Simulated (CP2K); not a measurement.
Worked example: self-consistent single point of ZrRh₃ (Pm-3m, 4 atoms in the cell) in CP2K

Method: CP2K 2026.2 with LDA (Pade form), GPW, DZVP-MOLOPT-SR-GTH basis, GTH-PADE potentials (GTH_POTENTIALS).

The input file:

```
&GLOBAL
  PROJECT calc
  RUN_TYPE ENERGY_FORCE
  PRINT_LEVEL LOW
&END GLOBAL
&FORCE_EVAL
  METHOD Quickstep
  STRESS_TENSOR ANALYTICAL
  &DFT
    BASIS_SET_FILE_NAME BASIS_MOLOPT
    POTENTIAL_FILE_NAME GTH_POTENTIALS
    &QS
      METHOD GPW
      EPS_DEFAULT 1E-10
    &END QS
    &MGRID
      CUTOFF 500
      REL_CUTOFF 50
      NGRIDS 5
    &END MGRID
    &SCF
      SCF_GUESS ATOMIC
      EPS_SCF 1E-6
      MAX_SCF 100
      ADDED_MOS 11
      &DIAGONALIZATION
        ALGORITHM STANDARD
      &END DIAGONALIZATION
      &MIXING
        METHOD BROYDEN_MIXING
        ALPHA 0.2
        NBUFFER 8
      &END MIXING
      &SMEAR ON
        METHOD FERMI_DIRAC
        ELECTRONIC_TEMPERATURE [K] 580.23
      &END SMEAR
    &END SCF
    &KPOINTS
      SCHEME MONKHORST-PACK 6 6 6
      GAMMA_CENTERED T
    &END KPOINTS
    &XC
      &XC_FUNCTIONAL PADE
      &END XC_FUNCTIONAL
    &END XC
    &PRINT
      &MO
        EIGENVALUES T
        OCCUPATION_NUMBERS T
        NDIGITS 8
        FILENAME mo
        &EACH
          QS_SCF 0
        &END EACH
        ADD_LAST NUMERIC
      &END MO
      &MULLIKEN OFF
      &END MULLIKEN
    &END PRINT
  &END DFT
  &SUBSYS
    &CELL
      A 3.93411000 0.00000000 0.00000000
      B 0.00000000 3.93411000 0.00000000
      C 0.00000000 0.00000000 3.93411000
      PERIODIC XYZ
    &END CELL
    &COORD
      Zr       0.00000000     0.00000000     0.00000000
      Rh       1.96705500     1.96705500     0.00000000
      Rh       0.00000000     1.96705500     1.96705500
      Rh       1.96705500     0.00000000     1.96705500
    &END COORD
    &KIND Zr
      BASIS_SET DZVP-MOLOPT-SR-GTH-q12
      POTENTIAL GTH-PADE-q12
    &END KIND
    &KIND Rh
      BASIS_SET DZVP-MOLOPT-SR-GTH-q17
      POTENTIAL GTH-PADE-q17
    &END KIND
  &END SUBSYS
  &PRINT
    &FORCES ON
    &END FORCES
    &STRESS_TENSOR ON
    &END STRESS_TENSOR
  &END PRINT
&END FORCE_EVAL
```

Output (repeated stretches shortened):

```
 GLOBAL| Method name                                                        CP2K
 GLOBAL| Project name                                                       calc
 GLOBAL| Run type                                                   ENERGY_FORCE

 TOTAL NUMBERS AND MAXIMUM NUMBERS

  Total number of            - Atomic kinds:                                   2
                             - Atoms:                                          4
                             - Shell sets:                                     4
                             - Shells:                                        32
                             - Primitive Cartesian functions:                 25
                             - Cartesian basis functions:                    124
                             - Spherical basis functions:                    104

  Maximum angular momentum of- Orbital basis functions:                        3
                             - Local part of the GTH pseudopotential:          2
                             - Non-local part of the GTH pseudopotential:      4

 SCF PARAMETERS         Density guess:                                    ATOMIC
                        max_scf:                                             100
                        max_diis:                                              4
                        eps_scf:                                        1.00E-06
                        eps_diis:                                       1.00E-01
                        eps_eigval:                                     1.00E-05
                        level_shift [a.u.]:                             0.000000
                        added MOs                                        11    0
                        Mixing method:                            BROYDEN_MIXING
                                                charge density mixing in g-space
                        Smear method:                                FERMI_DIRAC
                        Electronic temperature [K]:                        580.2
                        Electronic temperature [a.u.]:                  1.84E-03
                        Accuracy threshold:                             1.00E-10
                        No outer SCF

 Extrapolation method: initial_guess

 Number of electrons:                                                         63
 Number of occupied orbitals:                                                 32
 Number of molecular orbitals:                                                43

 Number of orbital functions:                                                104
 Number of independent orbital functions:                                    104

 SCF WAVEFUNCTION OPTIMIZATION

  Step     Update method      Time    Convergence         Total energy    Change
     1 NoMix/Diag. 0.20E+00      -     3.55113818      -378.9162340092 -3.79E+02
     2 Broy./Diag. 0.20E+00      -     0.32857695      -382.5595417207 -3.64E+00
     3 Broy./Diag. 0.20E+00      -     0.10832906      -378.5000878692  4.06E+00
     4 Broy./Diag. 0.20E+00      -     0.18782529      -377.6698579608  8.30E-01
     5 Broy./Diag. 0.20E+00      -     0.04068307      -377.2549766785  4.15E-01
     6 Broy./Diag. 0.20E+00      -     0.00710586      -377.3035965192 -4.86E-02
     7 Broy./Diag. 0.20E+00      -     0.00174144      -377.5189960792 -2.15E-01
   [... 2 lines left out ...]
    10 Broy./Diag. 0.20E+00      -     0.00006159      -377.5080537145  2.31E-03
    11 Broy./Diag. 0.20E+00      -     0.00001298      -377.5077031328  3.51E-04
    12 Broy./Diag. 0.20E+00      -     0.00000216      -377.5075557632  1.47E-04
    13 Broy./Diag. 0.20E+00      -     0.00000428      -377.5075197206  3.60E-05
    14 Broy./Diag. 0.20E+00      -     0.00000025      -377.5075112437  8.48E-06

  *** SCF run converged in    14 steps ***

  Electronic density on regular grids:        -63.0000000019       -0.0000000019
  Core density on regular grids:               62.9999999970       -0.0000000030
  Total charge density on r-space grids:       -0.0000000049
  Total charge density g-space grids:          -0.0000000049

  Overlap energy of the core charge distribution:               0.00000000000004
  Self energy of the core charge distribution:               -668.75329131925923
  Core Hamiltonian energy:                                    157.82226060413905
  Hartree energy:                                             173.03166417276421
  Exchange-correlation energy:                                -39.60707346202491
  Electronic entropic energy:                                  -0.00107123940313
  Fermi energy:                                                 0.57290059113746

  Total energy:                                              -377.50751124367628
  Total energy (extrapolated to T->0):                       -377.50697562397471

 ENERGY| Total FORCE_EVAL ( QS ) energy [hartree]           -377.507510810637655

 FORCES| Atomic forces [hartree/bohr]
 FORCES|   Atom     x               y               z               |f|
 FORCES|      1 -1.98317886E-11 -1.98753999E-11 -1.99144165E-11   3.44225993E-11
 FORCES|      2 -2.11865204E-10 -2.10573703E-10  3.16255514E-10   4.35023791E-10
 FORCES|      3  3.16214386E-10 -2.11851993E-10 -2.10572794E-10   4.34987019E-10
 FORCES|      4 -2.10610858E-10  3.16213300E-10 -2.11808335E-10   4.34983397E-10
 FORCES| Sum    -1.26093464E-10 -1.26087796E-10 -1.26040031E-10
 FORCES| Total atomic force                                       2.18366168E-10

 STRESS| Analytical stress tensor [bar]
 STRESS|                        x                   y                   z
 STRESS|      x       -1.34512814855E+05  -9.94069844405E-05  -9.94054520898E-05
 STRESS|      y       -9.94069844405E-05  -1.34512647467E+05  -9.93712893315E-05
 STRESS|      z       -9.94054520898E-05  -9.93712893315E-05  -1.34512710284E+05
 STRESS| 1/3 Trace                                            -1.34512724202E+05
```

The run converged in 14 iterations.

The starting cell comes from a database of computed structures (which also holds hypothetical and non-ambient phases and stackings), without a prior relaxation at this level. Spin polarisation is off. Values carry the incompleteness of an atom-centred basis. With a pressure of about -13 GPa the cell is away from its equilibrium volume at this level.

Cost on one core of a shared machine: roughly 60 s.
